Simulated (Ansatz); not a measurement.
**Step by step: formation energy of Cu2O (Pn-3m) from the elements**

We look at the formation energy of Cu2O (Pn-3m) from the elements. Reaction: 2 Cu (fcc) + 1/2 O2 (gas) → Cu2O (Pn-3m). A negative value means that the right-hand side lies lower. The value is per atom of the solid.

Cu2O (Pn-3m), 6 atoms in the cell; spin state with PBE: run without spin. Conventional cell: a = 4.299 Å, b = 4.299 Å, c = 4.299 Å, α = 90.00°, β = 90.00°, γ = 90.00°.

Method: Ansatz (a first-principles code), PAW, neutral cells at 0 K with nuclei at rest, on structures from PBE. Ansatz runs with its PAW set soft_1. Other levels take these structures. The lattices are those relaxed with PBE, so at other levels the solids can be strained, which adds to the spread. A dispersion term (D3(BJ), or D4 for r2SCAN) was computed beside these levels and is taken off wherever the name lacks it. Space groups of crystals are read within 0.01 Å. No Hubbard U is applied.

Total energies of the cells in eV, at zero smearing width. They compare only within one column; the weights balance every element.

| cell | atoms | weight | r2SCAN | PBE+D3(BJ) |
|---|---|---|---|---|
| Cu2O (Pn-3m) | 6 | +1 | -27659.87287 | -27634.82477 |
| Cu (fcc) | 1 | −4 | -6631.24394 | -6625.76029 |
| O2 (gas) | 2 | −1 | -1131.97288 | -1129.95795 |

r2SCAN: (-27659.87287) − 4 × (-6631.24394) − (-1131.97288) = -2.924 eV; dividing by 6 atoms gives -0.49 eV/atom.

PBE+D3(BJ): (-27634.82477) − 4 × (-6625.76029) − (-1129.95795) = -1.826 eV; dividing by 6 atoms gives -0.30 eV/atom.

What follows from the r2SCAN value: A formula unit of Cu2O has 3 atoms, so it forms with -0.4874 × 3 = -1.462 eV, or -141.1 kJ/mol at 96.485 kJ/mol per eV.
